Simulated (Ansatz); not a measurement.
## Pressure series in Sr3Zr2O7

The parent structure is Sr3Zr2O7 (space group I4/mmm, No. 139; a cell from a computed database, its experimental status unchecked).

```xyz
12
Lattice="-2.0610 2.0610 10.4051 2.0610 -2.0610 10.4051 2.0610 2.0610 -10.4051" Properties=species:S:1:pos:R:3 pbc="T T T"
Sr     0.0000     0.0000    10.4051
Sr     0.0000     0.0000    14.2777
Sr     0.0000     0.0000     6.5326
Zr     0.0000     0.0000    18.7217
Zr     0.0000     0.0000     2.0886
O      2.0610     0.0000     8.3583
O      0.0000     2.0610     2.0469
O      0.0000     2.0610     8.3583
O      2.0610     0.0000     2.0469
O      0.0000     0.0000    16.6514
O      0.0000     0.0000     4.1589
O      0.0000     0.0000     0.0000
```

Cell and atoms are relaxed at each pressure.

Method: Ansatz (a quantum-chemistry and plane-wave program), PBEsol, PAW, cutoff 420 eV, no SOC.

```tsv
pressure (GPa)	volume per atom (Å³/atom)
-2	14.953
-1	14.841
0	14.733
0.7	14.662
1.5	?
3	14.432
5	14.248
7.5	14.034
10	13.835
```

**Question.** Fit the third-order Birch–Murnaghan form P(V) = (3B₀/2)[(V₀/V)^(7/3) − (V₀/V)^(5/3)]·[1 + (3/4)(B₀′ − 4)((V₀/V)^(2/3) − 1)] (squares taken in P) to the rows shown and predict the withheld row.

**Answer.** Least squares on the printed values gives V₀ = 14.733 Å³/atom, B₀ = 139 GPa, B₀′ = 4.2; this predicts 14.579 Å³/atom, and the run gives 14.579 Å³/atom, in agreement.

Load acts through the strain it causes; cell and atoms are relaxed under it. No phonon test of stability was made. No other phases were tried under pressure.
